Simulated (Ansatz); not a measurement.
Rock-salt LaTe, treated with BLYP in Ansatz (PAW).

Numerical settings: plane-wave cutoff 520 eV, 16×16×16 k mesh, Fermi–Dirac smearing 0.05 eV, scalar-relativistic PAW data made under PBE.

Computed at the level's own relaxed cell.

Q: Estimate the equilibrium volume per atom, bulk modulus, lattice constant a and pressure derivative B′ of the bulk modulus that the calculation returns.

A: 
equilibrium volume per atom: 36.36 Å³/atom
bulk modulus: 46.5 GPa
lattice constant a: 6.626 Å
pressure derivative B′ of the bulk modulus: 4.7

The run finds no gap.

Note: the volume lies 9 % above that of the published cell.

Spin–orbit coupling is not included; it can open a gap where bands touch, and shift volumes and moduli.

The computed numbers hold no vibrational or temperature effects.

Cost on a shared machine: roughly 110 core-seconds.

Ansatz is a first-principles code.
